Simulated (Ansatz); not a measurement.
## C: response to strain

The parent structure is C in the diamond structure (space group Fd-3m, No. 227; a = 3.560 Å).

Strains are applied to the cell and any free atomic positions relax.

Method: r2SCAN (Ansatz, an electronic-structure program; PAW; 500 eV plane waves; no spin-orbit coupling).

Candidates:
(a) isotropic strain +3.00 %
(b) isotropic strain +0.50 %
(c) isotropic strain +1.00 %

Base values:

The band gap is 4.36 eV.

Task: Order them by band gap, lowest first.

Result: (a) isotropic strain +3.00 % (4.16 eV), (c) isotropic strain +1.00 % (4.29 eV), (b) isotropic strain +0.50 % (4.33 eV)

Semilocal Kohn–Sham gaps tend to fall short of experiment. Stability against distortions was not tested.
